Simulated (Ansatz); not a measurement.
# MnPt (space group P4/mmm, No. 123; ferromagnetic)

```
CELL_PARAMETERS angstrom
      2.86988     0.00000     0.00000
      0.00000     2.86988     0.00000
      0.00000     0.00000     3.49692
ATOMIC_POSITIONS crystal
  Mn 0.00000 0.00000 0.00000
  Pt 0.50000 0.50000 0.50000
```

Level of theory: PBEsol (Ansatz, a program for electronic structure, PAW, without spin-orbit coupling). Settings: 16×16×13 k-points, 0.05 eV Fermi–Dirac smearing.

| Property | Result |
|---|---|
| Volume per atom | 14.40 Å³ |
| Density | 14.42 g/cm³ |
| Band gap | zero |
| Magnetic state | ferromagnetic |
| Total energy | -8126.513 eV/atom (σ→0; compares only within this code and set-up) |

Other magnetic orders, which the real material may have, were not ruled out. No phonon test of stability was made.
